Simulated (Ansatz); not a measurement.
Formation energies of neutral defects against the elements (graphite for carbon, diatomic gases, S8), in monoclinic HfO2 (eV), each at one geometry relaxed with PBE and evaluated in Ansatz (an electronic-structure program) with PBE, r2SCAN. Cell and caveats: 96-site cell; 2×2×2 shifted k-points; charged states image-corrected; no spin–orbit coupling; not converged in cell size; flagged in the runs: for some of the defects a doubtful potential alignment, a host whose relaxation on this sampling wasn't shown to rest, a strain field that reaches the edge of the cell.

| defect | x: PBE (eV) | y: r2SCAN (eV) |
|---|---|---|
| F on the O site [the O(1,3-fold) site] | 1.49 | 1.60 |
| Lu on the Hf site | 2.49 | 2.66 |
| Nb on the Hf site | 3.37 | 3.50 |
| Si on the Hf site | 4.35 | 4.93 |
| S on the O site [the O(1,3-fold) site] | 4.99 | 5.01 |
| N on the O site [the O(2,4-fold) site] | 5.49 | 5.56 |
| H on the O site [the O(2,4-fold) site] | 6.06 | 6.55 |
| Ba on the Hf site | 8.38 | 8.59 |
| Y on the Hf site | 2.43 | ? |

Question: Fit a straight line to the 8 complete rows and predict the last.

Answer: Means: x = 4.578, y = 4.800; Sxx = 33.060, Sxy = 33.673. Slope 33.673 / 33.060 = 1.02, intercept 4.800 − 1.02 × 4.578 = 0.13 eV; the rows scatter by 0.21 eV about the line, and R² = 0.99. Prediction: 0.13 + 1.02 × 2.43 = 2.61 eV. The calculation gave 2.68 eV, 0.07 eV above the line, within its scatter.
